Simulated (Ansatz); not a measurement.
# BiPt in the NiAs type structure (space group P6_3/mmc, No. 194)

```cif
data_Bi2Pt2
_chemical_formula_sum 'Bi2 Pt2'
_space_group_name_H-M_alt 'P63/mmc'
_space_group_IT_number 194
_space_group_name_Hall '-P 6c 2c'
_cell_length_a 4.35994
_cell_length_b 4.35994
_cell_length_c 5.49204
_cell_angle_alpha 90.000
_cell_angle_beta 90.000
_cell_angle_gamma 120.000
loop_
_atom_site_label
_atom_site_type_symbol
_atom_site_symmetry_multiplicity
_atom_site_Wyckoff_symbol
_atom_site_fract_x
_atom_site_fract_y
_atom_site_fract_z
_atom_site_occupancy
Bi1 Bi 2 c 0.33333 0.66667 0.25000 1
Pt1 Pt 2 a 0.00000 0.00000 0.00000 1
```

The values are results of PBEsol (Ansatz, a quantum-chemistry and plane-wave program, PAW, no spin-orbit coupling), not measurements. k-mesh 12×12×9 (Γ-centred); smearing 0.05 eV (Fermi–Dirac).

```json
{
  "volume_per_atom": "22.60 Å³",
  "density": "14.84 g/cm³",
  "band_gap": "zero",
  "total_energy": "-12313.175 eV/atom (σ→0; compares only within this code and set-up)"
}
```

No phonon test of stability was made. All final runs are without spin polarisation.
